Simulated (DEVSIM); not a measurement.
System: TaN/SiO2/n-Ge capacitor, at 250 K.

```tsv
layer (left to right)	material	thickness (nm)	Nd (cm⁻³)
1	SiO2	1.10	-
2	Ge	5200	1.3e15
```

Metal gate on the left, work function 4.4 eV. Fixed charge at the semiconductor interface 2.2e12 cm⁻² (in units of +e); no interface traps.

Constants are typed, rounded textbook-type inputs, not results; the design itself was drawn at random and stands for no fabricated device. Values at 300 K; Nc and Nv go as T^1.5, mobilities as T to minus their exponent, the gap by Varshni's rule with the affinity fixed.

| parameter | SiO2 | Ge |
|---|---|---|
| gap (eV) | 9 | 0.664 |
| affinity (eV) | 0.9 | 4 |
| permittivity | 3.9 | 16 |
| Nc (cm⁻³) | - | 1.04e19 |
| Nv (cm⁻³) | - | 6e18 |
| Varshni α (eV/K) | - | 0.000477 |
| Varshni β (K) | - | 235 |

Simulated with DEVSIM: 1D Poisson equation in equilibrium, Boltzmann statistics, complete ionisation; no quantum confinement or tunnelling. Metal contacts follow the ideal Schottky-Mott rule: no Fermi-level pinning, no interface dipoles.

Tabulate band edges, carrier densities and field at -0.1 V on the gate.

Energies count from the Fermi level of the right contact; mesh points crowd at the junctions.

```
x (μm)     Ec (eV)  Ev (eV)  n (cm⁻³)  p (cm⁻³)  field (V/cm)
---------  -------  -------  --------  --------  ------------
0.000        3.600   -5.400     < 1e2     < 1e2      -1100000
0.0005874    3.538   -5.462     < 1e2     < 1e2      -1100000
0.001224     0.386   -0.297    1.3e11    4.7e12         -7200
0.002647     0.385   -0.298    1.4e11    4.4e12         -7200
0.006932     0.381   -0.301    1.6e11    3.9e12         -7100
0.01468      0.376   -0.307    2.1e11    3.0e12         -7000
0.03100      0.365   -0.318    3.5e11    1.8e12         -6800
0.08015      0.333   -0.349    1.5e12    4.1e11         -6000
0.1690       0.285   -0.397    1.4e13    4.5e10         -4700
0.3443       0.224   -0.459    2.4e14     2.6e9         -2300
0.7257       0.190   -0.493    1.2e15     5.3e8          -170
1.939        0.188   -0.495    1.3e15     4.8e8           ≈ 0
3.470        0.188   -0.495    1.3e15     4.8e8           ≈ 0
4.380        0.188   -0.495    1.3e15     4.8e8           ≈ 0
4.895        0.188   -0.495    1.3e15     4.8e8           ≈ 0
5.051        0.188   -0.495    1.3e15     4.8e8           ≈ 0
5.131        0.188   -0.495    1.3e15     4.8e8           ≈ 0
5.167        0.188   -0.495    1.3e15     4.8e8           ≈ 0
5.189        0.188   -0.495    1.3e15     4.8e8           ≈ 0
5.196        0.188   -0.495    1.3e15     4.8e8           ≈ 0
5.199        0.188   -0.495    1.3e15     4.8e8           ≈ 0
5.201        0.188   -0.495    1.3e15     4.8e8           ≈ 0
```
